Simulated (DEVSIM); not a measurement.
System: illuminated Ge n-on-p cell, one wavelength, at 300 K.

Layer 1 from the left is Ge, thickness (μm) 0.760, Nd (cm⁻³) 1.6e18, τn (s) 1.3e-5, τp (s) 2.9e-6, absorption coefficient (cm⁻¹) 310. Layer 2 from the left is Ge, thickness (μm) 23.0, Na (cm⁻³) 5.3e16, τn (s) 5.3e-5, τp (s) 5.3e-5, absorption coefficient (cm⁻¹) 310.

Left contact: ohmic, minority hole recombination velocity 30000 cm/s. Right contact: ohmic, minority electron recombination velocity 3e6 cm/s. Voltage is applied to the left contact. Recombination: SRH at mid-gap, radiative, Auger. Light enters at the left, 1.1e17 photons cm⁻² s⁻¹, one pass, no reflection. Mobility is μmin + (μ − μmin)/(1 + (N/Nref)^α).

This is a model device: material constants are rounded textbook-type values typed into the input, and sizes, dopings and lifetimes were drawn at random. Values at 300 K.

Ge: gap (eV) 0.664, affinity (eV) 4, permittivity 16, Nc (cm⁻³) 1.04e19, Nv (cm⁻³) 6e18, μn (cm²/Vs) 3900, μp (cm²/Vs) 1900, μn,min 150, μp,min 100, Nref,n 2.6e17, Nref,p 4e17, αn 0.56, αp 0.6, B (cm³/s) 6.4e-14, Cn (cm⁶/s) 1e-31, Cp (cm⁶/s) 1e-31.

Simulated with DEVSIM: 1D drift-diffusion, Boltzmann statistics, complete ionisation; no tunnelling, impact ionisation, image-force lowering or self-heating.

**Question.** What does the simulation give for the largest field in the device at zero bias, the dark forward voltage at 100 A/cm²?

**Answer.** largest field in the device at zero bias 85000 V/cm; dark forward voltage at 100 A/cm² 0.384 V.
